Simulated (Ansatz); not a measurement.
## Cl on the 1x1 (100) surface of beta Ga2O3 (cut with top plane Ga + 2 O), one in a 1x1 cell, started at the site 'hollow Ga-O-O over Ga at depth 3.2 Å'

Host crystal: beta Ga2O3, with a band gap (PBE, scalar-relativistic without spin-orbit coupling).

Level of theory: PBE (plane waves to 420 eV, PAW; Ansatz, a program for electronic structure).

Slab: 21 atoms, 10.2 Å thick at the start under the adsorbate (thin: gaps and levels are the slab's own); k 6x4x1, smearing 0.01 eV, dipole-corrected; 10 atoms held, the rest relaxed; no symmetry held; spin-polarised, ending with about 0.7 μB a cell, a value that depends on the mesh; orders that need a larger cell were not tried, no spin-orbit, no U, no dispersion correction. The slab shows no gap over 0.04 eV on its mesh. At the end it is bonded to Ga. In PBE it is, or lies within 0.03 eV of, the lowest of the starts that converged.

```json
{
 "adsorption energy against ½ Cl2(g)": "0.66 eV",
 "work_function_of_the_top_face": "7.95 eV",
 "change_of_the_step_from_the_bottom_to_the_top_vacuum_level_against_the_clean_slab": "1.04 eV",
 "energy_released_by_relaxation": "2.82 eV",
 "height of the binding atom over the mean of the host atoms within 0.3 Å of the top one": "243.8 pm",
 "nearest_host_atoms_of_the_binding_atom": "Ga at 2.45 Å, O at 3.15 Å, O at 3.16 Å",
 "largest_move_of_a_host_atom": "0.18 Å",
 "caution": "the clean host was not checked against rearrangement in a larger or rattled cell",
 "note": "in the relaxation the adsorbate left its starting site by 1.3 Å",
 "cost": "very roughly 50 core-minutes"
}
```

A negative adsorption energy means that the adsorbate is more stable on the surface than in its reference.
